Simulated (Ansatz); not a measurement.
**A computed series for Ti: response to strain**

Base system: Ti in the hcp (Mg type) structure (space group P6_3/mmc, No. 194; a = 2.902 Å, c = 4.593 Å; relaxed with 0.1 eV smearing). Axes: x lies along a and z along c of the hexagonal cell.

Strains are applied to the cell and any free atomic positions relax; under biaxial strain the out-of-plane vector relaxes too.

Computed with PBEsol (Ansatz, a program for electronic structure, PAW, scalar-relativistic without spin-orbit coupling).

Notes on the quantities. pressure: mean of the normal stresses, compression positive.

```json
[
 {"change": "base", "volume per atom": "16.74 Å³", "pressure": "0.0 GPa"},
 {"change": "biaxial strain −2.20 %, plane normal [001], relaxed out of plane", "volume per atom": "16.33 Å³", "pressure": "3.1 GPa"},
 {"change": "biaxial strain −0.32 %, plane normal [001], relaxed out of plane", "volume per atom": "16.68 Å³", "pressure": "0.4 GPa"},
 {"change": "biaxial strain +4.06 %, plane normal [001], relaxed out of plane", "volume per atom": "17.53 Å³", "pressure": "-4.7 GPa"},
 {"change": "isotropic strain +0.13 %", "volume per atom": "16.81 Å³", "pressure": "-0.5 GPa"}
]
```

Stability against distortions was not tested. All final runs are without spin polarisation.
